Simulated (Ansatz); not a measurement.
An Ansatz (a quantum-chemistry and plane-wave program) run: Au with a change (pressure −1 GPa); Ansatz PBEsol, no SOC.

Input:

Ansatz 0.2 input:
```yaml
crystal:
  lattice:
    - [2.8621350402, 0, 0]
    - [-1.4310675201, 2.4786816539, 0]
    - [0, 0, 4.8023748475]
  atoms:
    - { symbol: Au, position: [0.3333333333, 0.6666666667, 0.25] }
    - { symbol: Au, position: [0.6666666667, 0.3333333333, 0.75] }
basis: { ecutwfc: 420, ecutrho_ratio: 4, xc_grid: 2, fft_grid_basis: typed }
kpoints: { mp_grid: { grid: [19, 19, 10] } }
hamiltonian:
  xc: pbesol
  dispersion: none
  pseudopotentials: { kind: paw }
scf: { occupations: { method: fermi_dirac, width: 0.05 } }
relax: { f_tol: 0.01, max_steps: 60, cell: { stress_tol: 0.02, p_target: -1.0 } }
output: { forces: true, stress: true }
checkpoint: { write: state.ck, write_every: 1000 }
```

Output (explanatory and most iteration lines left out):

```
Relaxation: its limit of steps is 60 (relax.max_steps)
Pseudopotential: Au, paw, valence charge 19
Crystal: 2 atoms, lattice volume = 34.070 Å³
Basis set: ecut = 420 eV, 677 PW (Γ), exchange–correlation on 40×40×72 points (8 copies of the dense FFT grid, shifted against one another)
Bands: 23, of which v1, the nominal top of the filled ones, is band 19 counted from 1 (18 counted from 0)
Symmetry: 24 space group operations
Space group: P63/mmc (ITA 194), of the structure as read, at distance tolerance 3.2e-5 Å
k-points: 240 of 3610
Functional: x = pbesol(κ = 0.804, μ = 0.12345679012345678), c = pbesol(β = 0.046)
SCF iter   1: F=—  HF=-26014.196706 eV  |F-HF|=—  |Δ(HF+E_count)|=         —  Δρ=6.60e-3  dr2=1.35e-2  ethr=1.77e-3  ⟨swp⟩=4.6  Hψ=20829  notcnv=0
SCF iter   2: F=—  HF=-26014.194320 eV  |F-HF|=—  |Δ(HF+E_count)|=   2.39e-3  Δρ=2.93e-3  dr2=2.37e-3  ethr=3.54e-5  ⟨swp⟩=2.2  Hψ=10112  notcnv=0
SCF 1 converged in 6 iterations: F = -26014.193716 eV  dr2 = 4.87e-9
relax step   1: F+E_penalty+E_count = -26014.19371619 eV  Δ(F+E_penalty+E_count) = +0.000e0 eV  max|allowed force component| = 6.939e-17 eV/Å  Δτ_max = 0.0000 Å  P = -0.001 GPa  Ω = 34.070 Å³  (6 SCF iters, dr2 threshold 1.00e-7 eV, accepted)
[... steps on the carried basis left out ...]
relax step   5: F+E_penalty+E_count = -26014.19308388 eV  Δ(F+E_penalty+E_count) = -5.563e-5 eV  max|allowed force component| = 3.701e-17 eV/Å  Δτ_max = 0.0000 Å  P = -1.002 GPa  Ω = 34.270 Å³  stress off target by 3.47e-3 GPa  SCF on the basis re-selected at this cell (its energy is not comparable with the rows above)  (5 SCF iters)
SCF converged after 5 iterations
Free energy (F): -26014.193084 eV
Internal energy: -26014.190179 eV  (E = F + TS)
E sigma→0 (E₀):  -26014.191631 eV
Entropy (-TS):   -0.002905 eV (-1.452 meV/atom)
Fermi energy:    20.305323 eV
--- Forces (eV/Å), atoms counted from 1 ---
  atom   1  Au     0.00000000     0.00000000     0.00000000
  atom   2  Au     0.00000000    -0.00000000     0.00000000
--- Stress (GPa, compression-positive) ---
       -1.003466      -0.000000       0.000000
       -0.000000      -1.003466       0.000000
        0.000000       0.000000      -0.999491
  P = ⅓ Tr σ = -1.0021 GPa (-10.021 kbar)
--- Relaxed structure (4 steps of the walk, 3 accepted, 1 SCFs on fresh bases) ---
  cell:  # Å, volume = 34.2700 Å³
    - [2.8673121685366505, 0.0, 0.0]
    - [-1.4336560842683252, 2.4831651785329876, 0.0]
    - [0.0, 0.0, 4.813197440195655]
  atoms:
    - { symbol: Au, position: [0.33333333333333326, 0.6666666666666665, 0.24999999999999997] }
    - { symbol: Au, position: [0.6666666666666665, 0.33333333333333326, 0.7499999999999998] }
```

Load acts through the strain it causes; cell and atoms are relaxed under it. Whether these cells are dynamically stable was not tested. The cell was made from Au in the hcp (Mg type) structure (space group P6_3/mmc, No. 194) by this change: pressure −1 GPa. This is not the structure that Au has at room temperature and ambient pressure.
